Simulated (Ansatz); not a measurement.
Nb2AlB2 (model structure, started from the Ti2InB2 type, P-6m2, No. 187, 5 atoms in the cell), treated with r²SCAN in Ansatz (plane waves, PAW).

Excerpt of the program's output:

```
Relaxation: its limit of steps is 80 (relax.max_steps)
Crystal: 5 atoms, lattice volume = 62.137 Å³
Basis set: ecut = 560 eV, 1835 PW (Γ), exchange–correlation on 72×72×180 points (27 copies of the dense FFT grid, shifted against one another)
Bands: 23, of which v1, the nominal top of the filled ones, is band 18 counted from 1 (17 counted from 0)
Symmetry: 12 space group operations
Space group: P-6m2 (ITA 187), of the structure as read, at distance tolerance 4.0e-5 Å
k-points: 305 of 4608 (time reversal used)
Functional: x = r2scan, c = r2scan; τ floored in thin density (d = 2e-4 eV/Å³)
SCF iter   1: F=—  HF=-9984.084272 eV  |F-HF|=—  |Δ(HF+E_count)|=         —  Δρ=7.80e-3  dr2=5.03e-2  dr2_τ=3.26e-1
SCF iter   2: F=—  HF=-9984.134726 eV  |F-HF|=—  |Δ(HF+E_count)|=   5.05e-2  Δρ=4.87e-3  dr2=2.05e-2  dr2_τ=6.04e-4
  ...
SCF 1 converged in 7 iterations: F = -9984.132553 eV  dr2 = 3.17e-9
Crystal: 5 atoms, lattice volume = 62.137 Å³
Initial density: handed on by an earlier stage of this run
SCF 2 converged in 6 iterations: F = -9984.134385 eV  dr2 = 4.60e-8
Crystal: 5 atoms, lattice volume = 62.137 Å³
SCF 3 converged in 5 iterations: F = -9984.134689 eV  dr2 = 7.08e-8
Crystal: 5 atoms, lattice volume = 62.137 Å³
SCF iter   4: F=—  HF=-9984.134688 eV  |F-HF|=—  |Δ(HF+E_count)|=  8.91e-11  Δρ=2.06e-7  dr2=3.64e-11  dr2_τ=1.82e-12
SCF iter   5: F=-9984.134688 eV  HF=-9984.134688 eV  |F-HF|=3.64e-12  |Δ(HF+E_count)|=  1.82e-12  Δρ=3.12e-8  dr2=1.46e-12  dr2_τ=8.65e-14
SCF 4 converged in 5 iterations: F = -9984.134688 eV  dr2 = 1.46e-12
SCF converged after 5 iterations
Free energy (F): -9984.134688 eV
Internal energy: -9984.121672 eV  (E = F + TS)
E sigma→0 (E₀):  -9984.128180 eV
Fermi energy:    15.202023 eV
--- Forces (eV/Å), atoms counted from 1 ---
  atom   1  Nb     0.00000000    -0.00000000    -0.00061477
  atom   2  Nb     0.00000000    -0.00000000     0.00061477
  atom   3  Al     0.00000000     0.00000000     0.00000000
  atom   4  B      0.00000000     0.00000000     0.00000000
  atom   5  B      0.00000000    -0.00000000     0.00000000
--- Stress (GPa, compression-positive) ---
        4.035160       0.000000       0.000000
        0.000000       4.035160       0.000000
        0.000000       0.000000       4.024442
  P = ⅓ Tr σ = 4.0316 GPa (40.316 kbar)
```

**Question.** Write an input file that could have produced this run (the log leaves some choices open).

**Answer.** One answer among several that fit: 
Ansatz 0.2 input:
```yaml
crystal:
  lattice:
    - [3.084617823, 0.0, 0.0]
    - [-1.5423089115, 2.6713573956, 0.0]
    - [0.0, 0.0, 7.5408121322]
  atoms:
    - { symbol: Nb, position: [0.3333333333, 0.6666666667, 0.7068945965] }
    - { symbol: Nb, position: [0.3333333333, 0.6666666667, 0.2931054035] }
    - { symbol: Al, position: [0.0, 0.0, 0.0] }
    - { symbol: B, position: [0.0, 0.0, 0.5] }
    - { symbol: B, position: [0.6666666667, 0.3333333333, 0.5] }
basis:
  ecutwfc: 560
  ecutrho_ratio: 4
  xc_grid: 3
kpoints:
  mp_grid: { grid: [24, 24, 8] }
hamiltonian:
  xc: r2scan
  dispersion: none
  pseudopotentials: { kind: paw }
scf:
  occupations: { method: fermi_dirac, width: 0.05 }
output:
  forces: true
  stress: true
  eigenvalues: true
relax:
  f_tol: 0.004
  escape_saddle: false
  max_steps: 80
  cell: { stress_tol: 0.02, fix: [volume] }
```

The cell is one volume of an energy–volume scan, off the minimum.

The PAW data were made under PBE.

Note: the run has no spin polarisation, so it can have missed a magnetic state. Note: the relaxation could raise the start's symmetry but not lower it, so the cell can be a saddle point.

The result took very roughly 6 core-minutes.

A model structure was made by putting elements into a prototype or built by hand; it is no filed structure, need not be a known phase, and can be a saddle point held by its symmetry.

Ansatz is a program for electronic structure.
